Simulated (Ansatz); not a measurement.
Worked example: self-consistent single point of KTaO3 (Pm-3m, 5 atoms in the cell) in Ansatz (an electronic-structure program).

Computed with LDA (PW92), default PAW files made with PBE (plane waves; Ansatz).

```
CELL_PARAMETERS angstrom
      4.07677     0.00000     0.00000
      0.00000     4.07677     0.00000
      0.00000     0.00000     4.07677
ATOMIC_POSITIONS crystal
  K  0.50000 0.50000 0.50000
  Ta 0.00000 0.00000 0.00000
  O  0.00000 0.50000 0.00000
  O  0.50000 0.00000 0.00000
  O  0.00000 0.00000 0.50000
```

Reference input (self-consistent single point, DFT, PBE, plane waves, default PAW files): basis.ecutwfc = 420 eV; kpoints.mp_grid.grid = 6 6 6; hamiltonian.xc = pbe; hamiltonian.pseudopotentials = {kind: paw} (the program's default PAW files); scf.occupations.method = fixed. This run's input differs from it in these lines:

Ansatz 0.2 input:
```diff
@@ -18,3 +18,3 @@
 hamiltonian:
-  xc: pbe
+  xc: lda
   pseudopotentials:
```

Output (repeated stretches shortened):

```
SCF iter   1: F=—  HF=-12850.744062 eV  |F-HF|=—  |Δ(HF+E_count)|=         —  Δρ=2.01e-2  dr2=2.66e-1  ethr=1.77e-3  ⟨swp⟩=4.3  Hψ=2100  notcnv=0  defer=48
all-band conjugate gradients solve this SCF's bands
preconditioner: auto → Resta (q_TF=auto, 2.499 Å⁻¹)
SCF iter   2: F=—  HF=-12850.691638 eV  |F-HF|=—  |Δ(HF+E_count)|=   5.24e-2  Δρ=7.81e-3  dr2=2.59e-2  ethr=6.66e-4  ⟨swp⟩=2.0  Hψ=908  notcnv=0  defer=49
   [... lines left out ...]
SCF iter   4: F=—  HF=-12850.684700 eV  |F-HF|=—  |Δ(HF+E_count)|=   8.03e-4  Δρ=2.99e-4  dr2=6.28e-5  ethr=6.83e-6  ⟨swp⟩=2.0  Hψ=766  notcnv=0  defer=53
SCF iter   5: F=—  HF=-12850.684700 eV  |F-HF|=—  |Δ(HF+E_count)|=   1.25e-7  Δρ=5.93e-5  dr2=4.02e-6  ethr=1.57e-7  ⟨swp⟩=2.8  Hψ=813  notcnv=0  defer=23
SCF iter   6: F=—  HF=-12850.684700 eV  |F-HF|=—  |Δ(HF+E_count)|=   2.69e-7  Δρ=2.01e-5  dr2=4.41e-7  ethr=1.01e-8  ⟨swp⟩=2.4  Hψ=717  notcnv=0  defer=23
SCF iter   7: F=-12850.684700 eV  HF=-12850.684700 eV  |F-HF|=1.73e-10  |Δ(HF+E_count)|=   7.12e-8  Δρ=3.11e-6  dr2=5.27e-9  ethr=2.50e-10  ⟨swp⟩=10.0  Hψ=2438  notcnv=0
SCF 1 converged in 7 iterations: F = -12850.684700 eV  dr2 = 5.27e-9
Free energy (F): -12850.684700 eV
Internal energy: -12850.684700 eV  (E = F + TS)
E sigma→0 (E₀):  -12850.684700 eV
Fermi energy:    7.516130 eV
--- Forces (eV/Å), atoms counted from 1 ---
  atom   1  K      0.00000000     0.00000000    -0.00000000
   [... zero for the other atoms too ...]
--- Stress (GPa, compression-positive) ---
      -16.529690       0.000000       0.000000
        0.000000     -16.529690       0.000000
        0.000000       0.000000     -16.529690
  P = ⅓ Tr σ = -16.5297 GPa (-165.297 kbar)
  The stress holds the Pulay correction. Without it, at fixed plane waves, as pw.x and ABINIT print it: P = -17.2431 GPa
```

The run converged in 7 iterations. Against the reference run the pressure goes from -6.69 to -16.53 GPa and the gap on the mesh goes from 2.068 to 1.930 eV.

The starting cell comes from a database of computed structures (which also holds hypothetical and non-ambient phases and stackings), without a prior relaxation at this level. Its lattice was rescaled by a random factor within 2.5 % of one. Spin-orbit coupling is off. With a pressure of about -17 GPa the cell is away from its equilibrium volume at this level. Ansatz's pressure includes its estimate of the finite-basis (Pulay) stress. Without the estimate this run gives -17.24 GPa.
